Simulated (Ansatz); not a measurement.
Results of PBE (Ansatz, an electronic-structure program, plane waves, PAW) for L1₂ (Cu3Au-type) Pt3Ti.

Numerical settings: plane-wave cutoff 500 eV, 14×14×14 k mesh, Fermi–Dirac smearing 0.1 eV, no spin polarisation, scalar-relativistic PAW data made under PBE.

Computed at the level's own relaxed cell.

Task: Predict the volume per atom and lattice parameter a.

Result: 
- volume per atom = 15.39 Å³/atom
- lattice parameter a = 3.948 Å

Measured, for comparison: equilibrium volume per atom 15.01 Å³/atom, lattice constant a 3.916 Å (temperature not stated, not corrected to a static lattice; as tabulated in Molecular Dynamics Simulations of PtTi High-Temperature Shape Memory Alloys …). Computed (rounded) less measured: equilibrium volume per atom +2.5 %, lattice constant a +0.8 %.

Spin–orbit coupling is not included.

Computed values are for the static lattice.
